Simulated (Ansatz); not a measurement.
**Effect of strain tensor (xx, yy, zz, yz, xz, xy) = (+0.23, −0.12, +0.33, +0.20, −0.19, −0.32) % on hypothetical fluorite ZrSe2**

Consider ZrSe2 in the fluorite structure (space group Fm-3m, No. 225; a = 6.5075 Å; a hypothetical phase, not in the database extracts checked). Axes: x, y, z lie along the cube axes.

Now apply this change: strain tensor (xx, yy, zz, yz, xz, xy) = (+0.23, −0.12, +0.33, +0.20, −0.19, −0.32) %; the atoms relax in the strained cell.

The values are results of plane-wave PAW DFT at the PBEsol level (Ansatz, a quantum-chemistry and plane-wave program, 420 eV), no spin-orbit coupling, not measurements. Γ-centred 12×12×12 mesh, Fermi–Dirac width 0.05 eV.

```json
[
 {"quantity": "volume per atom", "base": "22.96 Å³", "changed": "23.07 Å³", "shift": "+0.101 Å³"},
 {"quantity": "space group", "base": "Fm-3m (No. 225)", "changed": "P-1 (No. 2)", "shift": "–"},
 {"quantity": "shortest interatomic distance", "base": "2.818 Å", "changed": "2.820 Å", "shift": "+0.002 Å"},
 {"quantity": "energy relative to the base (free energy F)", "base": "0 meV/atom", "changed": "+0.2 meV/atom", "shift": "+0.2 meV/atom"},
 {"quantity": "pressure (mean of the normal stresses, compression positive)", "base": "0.0 GPa", "changed": "-0.4 GPa", "shift": "-0.4 GPa"},
 {"quantity": "band gap", "base": "zero", "changed": "zero", "shift": "–"},
 {"quantity": "stress (xx, yy, zz, yz, xz, xy; compression positive) (rough)", "base": "–", "changed": "(-0.5, -0.1, -0.6, 0.0, 0.0, -0.1) GPa", "shift": "–"}
]
```

Final structure:

```xyz
3
Lattice="-0.0166 3.2562 3.2708 3.2551 -0.0041 3.2583 3.2508 3.2394 0.0002" Properties=species:S:1:pos:R:3 pbc="T T T"
Zr     0.0000     0.0000     0.0000
Se     1.6184     1.6266     1.6389
Se     4.8709     4.8649     4.8904
```

Without a gap, meshes like the base's 12×12×12 leave anisotropic stresses uncertain by several tenths of a GPa, and small strain energies with them. Stability against distortions was not tested. The final runs are not spin-polarised.
